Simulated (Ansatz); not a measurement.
# A computed series for hypothetical diamond Sb: pressure series

Base system: Sb in the diamond structure (space group Fd-3m, No. 227; a = 6.986 Å; a hypothetical phase, not in the database extracts checked).

Cell and atoms are relaxed at each pressure.

Levels (all Ansatz, a program for electronic structure, PAW): PBE (420 eV, no SOC); PBEsol (420 eV, no spin-orbit coupling).

The base cell above is that of PBE; each level relaxes its own structures.

```json
[
 {"case": "pressure −2 GPa", "volume per atom, PBE": "45.92 Å³", "volume per atom, PBEsol": "43.25 Å³"},
 {"case": "pressure −1 GPa", "volume per atom, PBE": "44.13 Å³", "volume per atom, PBEsol": "…"},
 {"case": "pressure 0.3 GPa", "volume per atom, PBE": "42.22 Å³", "volume per atom, PBEsol": "40.14 Å³"},
 {"case": "pressure 0.7 GPa", "volume per atom, PBE": "41.72 Å³", "volume per atom, PBEsol": "…"},
 {"case": "pressure 1.5 GPa", "volume per atom, PBE": "40.79 Å³", "volume per atom, PBEsol": "38.89 Å³"},
 {"case": "pressure 3 GPa", "volume per atom, PBE": "39.25 Å³", "volume per atom, PBEsol": "37.54 Å³"},
 {"case": "pressure 5 GPa", "volume per atom, PBE": "37.57 Å³", "volume per atom, PBEsol": "…"},
 {"case": "pressure 7.5 GPa", "volume per atom, PBE": "35.87 Å³", "volume per atom, PBEsol": "…"},
 {"case": "pressure 10 GPa", "volume per atom, PBE": "34.51 Å³", "volume per atom, PBEsol": "33.36 Å³"}
]
```

### Question
Some entries are withheld; estimate them.

### Answer

- pressure −1 GPa, volume per atom, PBEsol: 41.76 Å³
- pressure 0.7 GPa, volume per atom, PBEsol: 39.70 Å³
- pressure 5 GPa, volume per atom, PBEsol: 36.08 Å³
- pressure 7.5 GPa, volume per atom, PBEsol: 34.59 Å³

PBE lies above PBEsol in every row, by 1.15 Å³ to 2.67 Å³. They put the cases in the same order.

Load acts through the strain it causes; cell and atoms are relaxed under it. No phonon test of stability was made. Competing high-pressure phases were not computed.
